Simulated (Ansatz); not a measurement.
Model glasses of amorphous HfO2, 56 to 59 atoms (Hf18O36 before any change). Each row is one cell at a composition chosen by hand, melted whole on the CHGNet potential with the anions pushed apart under 1.9 Å, quenched within some picoseconds, far faster than a real film, and relaxed with PBE, scalar-relativistic without spin-orbit coupling (plane waves to 420 eV, PAW; Ansatz, a quantum-chemistry and plane-wave program). Each is the lower in DFT energy of 2 quenches. Cycles of charging and discharging were tried on the cells ahead of these points, and a cell that came back lower was taken. The column on the box says what of it was relaxed with the atoms; held means as the quench left it. Cells that kept moments or hold spare charge are left out, and those that charging annealed. So are cells far out in the fitted variable, so that no row sets the line alone.

From the neutral cell one electron is taken away, or one added, and the atoms relax (PBE, the zone centre alone, moment held at 1 μB, uniform background; no image-charge correction, which leaves W too low where the charge is localised). W = E(+1) + E(−1) − 2 E(0) is the cost of moving an electron from one such cell to another; the spacing parts the highest filled and lowest empty level of the neutral cell, which ran without spin polarisation.

Formal charges balance in every cell (each cation at its usual highest valence, Cu and Ag at +1, Sb at +3, H at +1, O at −2, N at −3, F and Cl at −1). R− and R+ are the energies that the atoms' relaxation gave back after the electron was added or removed.

```csv
cell,change,box,spacing (eV),R− (eV),R+ (eV),spacing − R− − R+ (eV),W (eV)
Hf18O37Mg,"+1 Mg, +1 O",volume and shape,3.81,0.42,0.55,2.84,3.00
Hf18O39Sc2,"+3 O, +2 Sc",volume and shape,3.59,0.33,0.23,3.03,withheld
Hf18O37H2,"+2 H, +1 O",volume,3.90,0.30,0.36,3.24,3.42
Hf18O37Sr,"+1 O, +1 Sr",volume and shape,3.90,0.25,0.27,3.38,3.54
Hf18O39La2,"+2 La, +3 O",shape,3.99,0.38,0.14,3.47,3.57
Hf18O39Ga2,"+2 Ga, +3 O",shape,4.07,0.28,0.08,3.71,3.76
```

**Question.** Fit a straight line of the last column on the one before it through the 5 full rows, and predict the withheld value for Hf18O39Sc2.

**Answer.** Means: x = 3.328, y = 3.458. Slope = Σ(Δx Δy) / Σ(Δx²) = 0.3624 / 0.4147 = 0.874; intercept = 3.458 − (0.874) × 3.328 = 0.549 eV; r.m.s. residual 0.032 eV. Prediction: 0.549 + (0.874) × 3.03 = 3.20 eV. The run gave 3.17 eV, a miss of 0.03 eV, within the residual.

**Question.** What would a slope of 1 with no intercept mean?

**Answer.** That adding and removing an electron at fixed atoms costs just the level spacing, as it does for levels spread over a large cell, so that W follows by bookkeeping. The fit has 0.874 and 0.549 eV; a departure holds the carrier's repulsion on its site, which raises W, and the uncorrected background, which lowers it.
